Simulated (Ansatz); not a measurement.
## WC: response to strain

The reference is WC (space group P-6m2, No. 187; a = 2.913 Å, c = 2.836 Å; relaxed with 0.1 eV smearing). Axes: x lies along a and z along c of the hexagonal cell.

Strains are applied to the cell and any free atomic positions relax; under stress the whole cell relaxes.

Calculations: r2SCAN (Ansatz, a program for electronic structure; PAW; 500 eV plane waves; no SOC), earlier PAW set.

Candidates:
(a) isotropic strain +2.58 %
(b) uniaxial stress, 2 GPa tension along x
(c) isotropic strain −0.52 %

Notes on the quantities. energy relative to the base: free energy F.

Q: Order them by energy relative to the base, lowest first.

A: (b) uniaxial stress, 2 GPa tension along x (+0.2 meV/atom), (c) isotropic strain −0.52 % (+3.3 meV/atom), (a) isotropic strain +2.58 % (+73 meV/atom)

Stability under load was not tested beyond the relaxation. The final runs are not spin-polarised.
